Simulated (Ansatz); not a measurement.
The reference is InSb in the zinc blende structure (space group F-43m, No. 216; a = 6.5561 Å). Axes: x, y, z lie along the cube axes.

Level of theory: plane-wave PAW DFT at the r2SCAN level (Ansatz, a program for electronic structure, 500 eV), spin-orbit coupling left out.

Strains are applied to the cell and any free atomic positions relax.

One change was made to it. Results:

The shortest interatomic distance drops by 0.013 Å, from 2.839 Å to 2.826 Å; the energy rises by 5.2 meV/atom; the band gap remains zero.

Question: What was done to the base?
A) tensor shear ε_xy = +1.14 %
B) tensor shear ε_xy = +1.43 %
C) tensor shear ε_xy = +2.00 %
D) tensor shear ε_xy = +0.29 %

Answer: C, tensor shear ε_xy = +2.00 %. For comparison, the energy relative to the base in the other runs: tensor shear ε_xy = +0.29 % gives +0.1 meV/atom; tensor shear ε_xy = +1.43 % gives +2.6 meV/atom; tensor shear ε_xy = +1.14 % gives +1.7 meV/atom.

Spin-orbit coupling, missing from the scalar runs, can matter with Sb. No phonon test of stability was made. The final runs are not spin-polarised. Gaps under 0.05 eV, about the width of the smearing, are given as zero. A zero or small gap of InSb can be the functional's error rather than a property of the material.
